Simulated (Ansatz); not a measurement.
Base system: Ta$_{5}$Si$_{3}$ (space group I4/mcm, No. 140; a = 6.504 Å, c = 11.814 Å). Axes: x, y, z lie along a, b, c of the conventional cell.

The values are results of Ansatz (a quantum-chemistry and plane-wave program), PBEsol, PAW, cutoff 420 eV, no spin-orbit coupling, not measurements.

For the base:

```
Quantity                            Value
-----------------------------  ----------
Pressure                          0.0 GPa
Shortest interatomic distance  4.526 bohr
Band gap                             zero
```

Now apply this change: a pure shear with ε_xz = ε_zx = 0.0231; the atoms relax in the strained cell.

**Question.** What happens to the pressure, largest internal atomic displacement, energy relative to the base, shortest interatomic distance and band gap?

**Answer.** The pressure (mean of the normal stresses, compression positive) goes from zero to 0.5 GPa; the largest internal atomic displacement comes out as 0.029 Å; the energy grows by 15 meV/atom; the shortest interatomic distance is nearly the same (4.526 bohr against 4.530 bohr); the band gap is still zero.

Without a gap, meshes like the base's 8×8×8 leave anisotropic stresses uncertain by several tenths of a GPa, and small strain energies with them. Whether these cells are dynamically stable was not tested. The final runs are not spin-polarised.
